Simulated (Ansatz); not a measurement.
Base system: GaN in the wurtzite structure (space group P6_3mc, No. 186).

```
GaN
1.0
    3.18273     0.00000     0.00000
   -1.59136     2.75632     0.00000
    0.00000     0.00000     5.18570
Ga N
2 2
Direct
  0.66667   0.33333   0.00090
  0.33333   0.66667   0.50090
  0.66667   0.33333   0.62430
  0.33333   0.66667   0.12430
```

Levels (all Ansatz, an electronic-structure program, PAW, earlier PAW set): PBEsol (420 eV, no spin-orbit coupling); HSE06 (420 eV, no SOC).

Its gap is 1.88 eV with PBEsol and 3.19 eV with HSE06.

The change: cell and atoms relaxed at a pressure of 1.8 GPa.

With PBEsol the gap becomes 1.94 eV.

**Question.** If the HSE06 correction stayed the same, what would the HSE06 gap be, and what does the HSE06 run give?

**Answer.** A rigid correction of +1.31 eV gives 3.25 eV. The HSE06 run gives 3.26 eV, so the two effects roughly add.

Single points use the geometry relaxed with PBEsol. Load acts through the strain it causes; cell and atoms are relaxed under it. Whether these cells are dynamically stable was not tested.
